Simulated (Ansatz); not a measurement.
Seebeck coefficient (μV/K, mean over directions) of n-type BP (F-43m) against carrier density, r2SCAN with spin-orbit coupling, rigid bands (Ansatz, a first-principles code). Computed gap 1.40 eV; densities at which minority carriers matter at this gap, or further valleys turn the trend, are left out. Conductivity mass 0.32 mₑ (harmonic mean over directions), N_c = 4.0e19 cm⁻³ at 300 K.

```json
[
 {"electron density": "1e16 cm⁻³", "300 K": "-929", "500 K": "[?]"},
 {"electron density": "1e17 cm⁻³", "300 K": "-730", "500 K": "-796"},
 {"electron density": "1e18 cm⁻³", "300 K": "-532", "500 K": "-598"},
 {"electron density": "3e18 cm⁻³", "300 K": "-438", "500 K": "[?]"},
 {"electron density": "1e19 cm⁻³", "300 K": "-336", "500 K": "-400"},
 {"electron density": "3e19 cm⁻³", "300 K": "-245", "500 K": "-307"},
 {"electron density": "1e20 cm⁻³", "300 K": "-154", "500 K": "-210"},
 {"electron density": "3e20 cm⁻³", "300 K": "[?]", "500 K": "-129"},
 {"electron density": "1e21 cm⁻³", "300 K": "-39", "500 K": "-65"}
]
```

**Question.** Some entries are withheld; supply them.

**Answer.** 
- 1e16 cm⁻³, 500 K: -995
- 3e18 cm⁻³, 500 K: -503
- 3e20 cm⁻³, 300 K: -86

Rigid bands with a gap fixed in temperature, one relaxation time for all states, no polarons or phonon drag, and whether or not such doping can be reached.
